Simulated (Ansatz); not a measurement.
# Response to strain in InSb

Take InSb in the zinc blende structure (space group F-43m, No. 216; a = 6.557 Å) as the base.

Strains are applied to the cell and any free atomic positions relax.

All numbers come from r2SCAN (Ansatz, an electronic-structure program; PAW; 500 eV plane waves; without spin-orbit coupling), earlier PAW set.

```csv
isotropic strain (%),pressure (GPa)
-1.47,2.1
-1.21,?
0,0.0
1.15,-1.4
```

### Question
Fit P = P₀ − Bδ with δ = (1 + ε)³ − 1 to the rows shown and predict the withheld row.

### Answer
Least squares on the printed values gives P₀ = 0.1 GPa, B = 44.8 GPa (a mean over the range) (largest residual 0.1 GPa); this predicts 1.7 GPa, and the run gives 1.7 GPa, in agreement.

Whether these cells are dynamically stable was not tested. All final runs are without spin polarisation.
